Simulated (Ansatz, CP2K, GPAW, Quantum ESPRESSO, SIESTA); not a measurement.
**One structure in several programs: Ge3Rh (P1, 4 atoms in the cell)**

Self-consistent single point, at a second geometry (atoms moved at random). First geometry:

```
CELL_PARAMETERS angstrom
     -2.12256     2.12256     3.73766
      2.12256    -2.12256     3.73766
      2.12256     2.12256    -3.73766
ATOMIC_POSITIONS crystal
  Ge 0.75000 0.25000 0.50000
  Ge 0.25000 0.75000 0.50000
  Ge 0.50000 0.50000 0.00000
  Rh 0.00000 0.00000 0.00000
```

Second geometry:
```
CELL_PARAMETERS angstrom
     -2.12256     2.12256     3.73766
      2.12256    -2.12256     3.73766
      2.12256     2.12256    -3.73766
ATOMIC_POSITIONS crystal
  Ge 0.73816 0.22952 0.49766
  Ge 0.25833 0.75305 0.50113
  Ge 0.48292 0.49370 0.99304
  Rh 0.02058 0.02373 0.00818
```

Shared settings, as Ansatz (an electronic-structure program) writes them: kpoints.mp_grid.grid = 8 8 8; scf.occupations.method = gaussian; scf.occupations.width = 0.05 eV. Potentials and cutoffs stand in the table.

| code | model | ΔF from the first geometry (meV/atom) | pressure (GPa) | largest force (eV/Å) | cutoff |
|---|---|---|---|---|---|
| Ansatz | LDA (PW92), PAW files made with PBE | 8.3 | -7.62 | 0.262 | default |
| Quantum ESPRESSO | LDA (PZ), PSlibrary ultrasoft (LDA) pseudopotentials | 9.4 | -7.43 | 0.297 | 60 Ry |
| SIESTA | LDA PW92, numerical atomic orbitals DZP, PseudoDojo LDA standard norm-conserving potentials (rewritten from UPF to PSML) | 15.1 | -4.66 | 0.449 | grid 400 Ry |
| GPAW | LDA (Perdew-Wang 92), GPAW PAW datasets LDA (gpaw-data 1.0.1) | 8.6 | -7.27 | 0.270 | 550 eV |
| CP2K | LDA (Pade form), GPW, TZVP-MOLOPT-SR-GTH basis, GTH-PADE potentials (GTH_POTENTIALS) | 8.6 | -8.41 | 0.282 | grid 500 Ry |

Size of the force on each atom (eV/Å): Sizes of forces hide their directions.

```csv
code,Ge1,Ge2,Ge3,Rh4
Ansatz,0.262,0.231,0.157,0.184
Quantum ESPRESSO,0.297,0.228,0.158,0.218
SIESTA,0.449,0.239,0.193,0.385
GPAW,0.270,0.235,0.157,0.190
CP2K,0.282,0.232,0.145,0.190
```

On Ansatz's run: spin polarisation is off.

The spread over the programs that give each value: ΔF from the first geometry within 6.8 meV/atom; pressure within 3.75 GPa; largest force within 0.187 eV/Å.

SIESTA and CP2K use small atom-centred bases, whose incompleteness enters pressures, forces and empty levels differently from a plane-wave cutoff. Ansatz's pressure is given at a fixed set of plane waves, as the other plane-wave codes print theirs; with its correction for the finite basis it is -7.57 GPa. The same LDA comes in different parametrisations, which differ slightly. In the pressure, SIESTA (by 2.77) lies more than 1 GPa from the median of the plane-wave programs. In the force vectors, SIESTA (by 0.205) lies more than 0.08 eV/Å from the median of the plane-wave programs.

The starting cell comes from a database of computed structures (which also holds hypothetical and non-ambient phases and stackings), without a prior relaxation at this level. For this run, on top of that: atoms moved at random.

Keys are those of Ansatz 0.2.
